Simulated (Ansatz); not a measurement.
The starting structures come from a database of crystals and need not be the phases stable at ambient conditions.

Tunnelling through a barrier is set by its complex band structure: the current falls as exp(−2κd) with the smallest κ.

Consider the following.

```
CELL_PARAMETERS angstrom
      6.92966     0.00000     0.00000
      0.00000     7.85760     0.00000
      2.30989    -3.92880     2.26829
ATOMIC_POSITIONS crystal
  Li 0.29893 0.29460 0.08010
  Li 0.70107 0.70540 0.91990
  Li 0.59353 0.49090 0.19630
  Li 0.40647 0.50910 0.80370
  Li 0.08443 0.21450 0.72360
  Li 0.91557 0.78550 0.27640
  Te 0.00000 0.00000 0.00000
  O  0.22062 0.71499 0.81774
  O  0.77938 0.28501 0.18226
  O  0.93561 0.38776 0.67277
  O  0.06439 0.61224 0.32723
  O  0.32337 0.89725 0.50949
  O  0.67663 0.10275 0.49051
```

Space group of this cell: R-3. The cell is taken as given; by r2SCAN its mean pressure is 1.2 GPa.

Transport runs along the normal of the first two printed cell vectors, the (100) plane of the conventional cell.

No gap correction and no spin-orbit coupling; mid-gap values are interpolated between computed energies.

Problem. Estimate the band gap and the smallest decay constant κ at mid-gap that r2SCAN (Ansatz, an electronic-structure program) returns for this system.

Solution. Gap 3.98 eV on a 14×14×14 mesh; κ = 0.422 1/Å, at the zone centre.
